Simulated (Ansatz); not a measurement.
**What biaxial strain +1.00 %, plane normal [001], relaxed out of plane does to SnTe**

The parent structure is SnTe in the rock salt structure (space group Fm-3m, No. 225; a = 6.2891 Å). Axes: x, y, z lie along the cube axes.

The change: tensile biaxial strain of 1.00 % in the plane normal to [001], as in epitaxy on a mismatched substrate; the out-of-plane cell vector and the atoms relax.

Method: PBEsol (Ansatz, a quantum-chemistry and plane-wave program, PAW, scalar-relativistic without spin-orbit coupling). Γ-centred 13×13×13 mesh, Fermi–Dirac width 0.05 eV.

The volume per atom rises by 0.614 Å³ (31.09 Å³ → 31.71 Å³) and the space group changes from Fm-3m (No. 225) to I4/mmm (No. 139). The shortest interatomic distance is nearly the same (3.145 Å against 3.144 Å) and the energy grows by 2.6 meV/atom. The band gap decreases by 0.05 eV (0.16 eV → 0.11 eV) (uncertain: the edges found look like a band crossing or inverted bands; both cells) and the out-of-plane strain amounts to -0.03 %. The ratio −ε⊥/ε∥ comes out as 0.03 and the mean in-plane stress (compression positive) is -1.3 GPa.

Spin-orbit coupling, missing from the scalar runs, can matter with Te. Stability against distortions was not tested. The zero or small gap of SnTe can change with the level of theory.
